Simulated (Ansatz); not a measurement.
# Worked sum: formation energy of the neutral 2 Se_Si in Si (diamond, Fd-3m)

This concerns the formation energy of the neutral 2 Se_Si in Si (diamond, Fd-3m). Reaction: 2 Se (P3₁21) + 62 Si (diamond) → cell A.

A: a supercell of 64 sites of Si (diamond, Fd-3m) with two times Se on a Si site (3 Si at 2.40 Å); the closest two of these centres are 3.0 Å apart; spin state with PBE: run without spin.

Setting: static, neutral cells in Ansatz (PAW) whose structures rest at the PBE+D3(BJ) level. Ansatz (a quantum-chemistry and plane-wave program) runs with its default PAW set. Other levels take these structures. The lattices are those relaxed with PBE+D3(BJ), so at other levels the solids can be strained, which adds to the spread. Larger cells are relaxed from a start prepared with the learned potential CHGNet till forces fall under 0.03 eV/Å, which some starts already meet. The PAW files were made for PBE and serve at the other functionals too. Space groups of crystals are read within 0.01 Å. Mesh and cell size may move defect energies by 0.1 eV or more.

Total energies of the cells in eV, at zero smearing width. They compare only within one column; the weights balance every element.

```csv
cell,atoms,weight,r2SCAN+D4,RPBE
A: Si:2 Se_Si,64,+1,-50584.52895,-50559.84419
Se (P3₁21),3,−2/3,-16434.67718,-16425.12624
Si (diamond),64,−31/32,-40907.72420,-40888.98718
```

r2SCAN+D4: (-50584.52895) − 2/3 × (-16434.67718) − 31/32 × (-40907.72420) = 1.280 eV.

RPBE: (-50559.84419) − 2/3 × (-16425.12624) − 31/32 × (-40888.98718) = 1.446 eV.
